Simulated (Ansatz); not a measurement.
Consider LiF in the rock salt structure (space group Fm-3m, No. 225).

```
CELL_PARAMETERS angstrom
      0.00000     2.00393     2.00393
      2.00393     0.00000     2.00393
      2.00393     2.00393     0.00000
ATOMIC_POSITIONS crystal
  Li 0.00000 0.00000 0.00000
  F  0.50000 0.50000 0.50000
```

Cartesian axes are those of the cell as printed.

Method: PBEsol in Ansatz (plane waves to 420 eV, PAW, no SOC).

For the base:

The electron mass is 0.88 mₑ (at Γ). The band gap is 9.05 eV and the volume per atom is 8.05 Å³.

The change: compressive biaxial strain of 0.42 % in the plane normal to [111], as in epitaxy on a mismatched substrate; the out-of-plane cell vector and the atoms relax.

Task: What does the calculation give for the electron mass after the change?

Result: The electron mass changes from 0.88 mₑ (at Γ) to 0.89 mₑ (at Γ).

Task: What does the calculation give for the energy relative to the base after the change?

Result: The energy is nearly the same.

Task: What happens to the band gap?

Result: The band gap rises by 0.05 eV to 9.10 eV.

Task: Estimate the effect on the volume per atom.

Result: The volume per atom drops by 0.054 Å³ (8.05 Å³ → 7.99 Å³).

Masses are band curvatures over ±0.01 Å⁻¹ around the edge. Whether these cells are dynamically stable was not tested.

Ansatz is a program for electronic structure.
